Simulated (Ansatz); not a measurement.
An Ansatz (an electronic-structure program) run: GaP; Ansatz, PBEsol, PAW, cutoff 420 eV, without spin-orbit coupling.

Input:

Ansatz 0.2 input:
```yaml
crystal:
  lattice:
    - [0, 2.7192756445, 2.7192756445]
    - [2.7192756445, 0, 2.7192756445]
    - [2.7192756445, 2.7192756445, 0]
  atoms:
    - { symbol: Ga, position: [0, 0, 0] }
    - { symbol: P, position: [0.25, 0.25, 0.25] }
basis: { ecutwfc: 420, ecutrho_ratio: 4, xc_grid: 2, fft_grid_basis: typed }
kpoints: { mp_grid: { grid: [11, 11, 11] } }
hamiltonian:
  xc: pbesol
  dispersion: none
  pseudopotentials: { kind: paw }
scf: { occupations: { method: fermi_dirac, width: 0.05 }, convergence: { dr2_threshold: 0.0000000002 } }
output: { forces: true, stress: true }
checkpoint: { write: state.ck, write_every: 1000 }
```

Output (explanatory and most iteration lines left out):

```
Pseudopotential: Ga, paw, valence charge 13
Pseudopotential: P, paw, valence charge 5
Crystal: 2 atoms, lattice volume = 40.215 Å³
Basis set: ecut = 420 eV, 749 PW (Γ), exchange–correlation on 54×54×54 points (8 copies of the dense FFT grid, shifted against one another)
Bands: 13, of which v1, the nominal top of the filled ones, is band 9 counted from 1 (8 counted from 0)
Symmetry: 24 space group operations
Space group: F-43m (ITA 216), of the structure as read, at distance tolerance 3.4e-5 Å
k-points: 56 of 1331 (time reversal used)
Functional: x = pbesol(κ = 0.804, μ = 0.12345679012345678), c = pbesol(β = 0.046)
SCF iter   1: F=—  HF=-4484.062417 eV  |F-HF|=—  |Δ(HF+E_count)|=         —  Δρ=4.54e-3  dr2=1.34e-2  ethr=1.77e-3  ⟨swp⟩=6.2  Hψ=4857  notcnv=0
SCF iter   2: F=—  HF=-4484.057438 eV  |F-HF|=—  |Δ(HF+E_count)|=   4.98e-3  Δρ=1.73e-3  dr2=9.56e-4  ethr=7.46e-5  ⟨swp⟩=2.1  Hψ=1555  notcnv=0
SCF 1 converged in 8 iterations: F = -4484.057263 eV  dr2 = 2.63e-12
SCF converged after 8 iterations
Free energy (F): -4484.057263 eV
Internal energy: -4484.057263 eV  (E = F + TS)
E sigma→0 (E₀):  -4484.057263 eV
Fermi energy:    7.796403 eV
--- Forces (eV/Å), atoms counted from 1 ---
  atom   1  Ga     0.00000000    -0.00000000    -0.00000000
  atom   2  P     -0.00000000     0.00000000    -0.00000000
--- Stress (GPa, compression-positive) ---
       -0.001153      -0.000000      -0.000000
       -0.000000      -0.001153       0.000000
        0.000000       0.000000      -0.001153
  P = ⅓ Tr σ = -0.0012 GPa (-0.012 kbar)
```

No phonon test of stability was made. The cell is GaP in the zinc blende structure (space group F-43m, No. 216).
